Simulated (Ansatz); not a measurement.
Structures of equal composition on the (0001) surface of 4H silicon carbide (Si plane on top): (√3x√3)R30° In adatom at H3; (√3x√3)R30° In adatom at T4. The slabs share one bottom face, and each structure is named by its start. These are constructed structures in small cells; real faces may alloy, dewet or reconstruct in larger ones, and not all known structures of the face are among them. Slabs of about 10 Å with all that they carry, Fermi-Dirac smearing of 0.025 eV. Bottom of the slabs: H caps. Relaxed from the named starts with such symmetry as they have, on meshes of like density; energies extrapolated to zero smearing; no spin-orbit coupling, no U. Spin-polarised runs, if any, are marked in brackets, and their order is one that fits the cell; the others ran without spin. Where a second, spin-polarised start was run, the lower counts.

Host crystal: 4H silicon carbide, with a band gap (PBE, scalar-relativistic without spin-orbit coupling).

Calculation: PBE (plane waves to 420 eV, PAW; Ansatz, a program for electronic structure).

Q: Put the candidates in order of energy per 1x1 cell, lowest first, for PBE.

A: (√3x√3)R30° In adatom at T4 (0.000 eV, gap 1.07 eV on the mesh), (√3x√3)R30° In adatom at H3 (0.109 eV, gap 0.78 eV on the mesh)
